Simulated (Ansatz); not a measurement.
Reference: LiF (Fm-3m), r2SCAN, rigid bands (plane waves, PAW, scalar-relativistic; Ansatz, an electronic-structure program); axes and stresses refer to this cell.

```
LiF
1.0
    0.00000     2.00394     2.00394
    2.00394     0.00000     2.00394
    2.00394     2.00394     0.00000
Li F
1 1
Direct
  0.00000   0.00000   0.00000
  0.50000   0.50000   0.50000
```

The Seebeck coefficient, p-type 1e19 cm⁻³ is 650 μV/K and the hole conductivity mass comes out as 3.6 mₑ. The electron conductivity mass is 0.89 mₑ.

Change: biaxial stress in (001) of -3.6 GPa (compression positive). What happens to Seebeck coefficient, p-type 1e19 cm⁻³, hole conductivity mass, electron conductivity mass?

Seebeck coefficient, p-type 1e19 cm⁻³ falls to 613 μV/K; hole conductivity mass goes up to 3.9 mₑ; electron conductivity mass moves little, to 0.86 mₑ.

Change: biaxial stress in (111) of -4.8 GPa (compression positive). What happens to Seebeck coefficient, p-type 1e19 cm⁻³, hole conductivity mass, electron conductivity mass?

Seebeck coefficient, p-type 1e19 cm⁻³ shrinks to 533 μV/K; hole conductivity mass shrinks to 3.1 mₑ; electron conductivity mass moves little, to 0.86 mₑ.

Change: uniaxial stress along [001] of -3.6 GPa (compression positive). What happens to Seebeck coefficient, p-type 1e19 cm⁻³, hole conductivity mass, electron conductivity mass?

Seebeck coefficient, p-type 1e19 cm⁻³ shrinks to 594 μV/K; hole conductivity mass grows to 3.9 mₑ; electron conductivity mass moves little, to 0.87 mₑ.

Change: uniaxial stress along [001] of -6 GPa (compression positive). What happens to Seebeck coefficient, p-type 1e19 cm⁻³, hole conductivity mass, electron conductivity mass?

Seebeck coefficient, p-type 1e19 cm⁻³ drops to 582 μV/K; hole conductivity mass falls to 3.5 mₑ; electron conductivity mass decreases to 0.84 mₑ.

Change: uniaxial stress along [001] of 3.6 GPa (compression positive). What happens to Seebeck coefficient, p-type 1e19 cm⁻³, hole conductivity mass, electron conductivity mass?

Seebeck coefficient, p-type 1e19 cm⁻³ shrinks to 623 μV/K; hole conductivity mass moves little, to 3.6 mₑ; electron conductivity mass moves little, to 0.89 mₑ.

Change: uniaxial stress along [001] of 6 GPa (compression positive). What happens to Seebeck coefficient, p-type 1e19 cm⁻³, hole conductivity mass, electron conductivity mass?

Seebeck coefficient, p-type 1e19 cm⁻³ decreases to 597 μV/K; hole conductivity mass moves little, to 3.7 mₑ; electron conductivity mass moves little, to 0.90 mₑ.

Masses are for dilute carriers at 300 K, harmonic means over directions unless an axis is named. Seebeck coefficients are for the stated density at 300 K, with one relaxation time for all states and whether or not that doping can be reached. Spin-orbit coupling is left out unless a row names it. Stresses and pressures are the targets of the relaxation.  The structure type is held under load, also where the real crystal would transform.
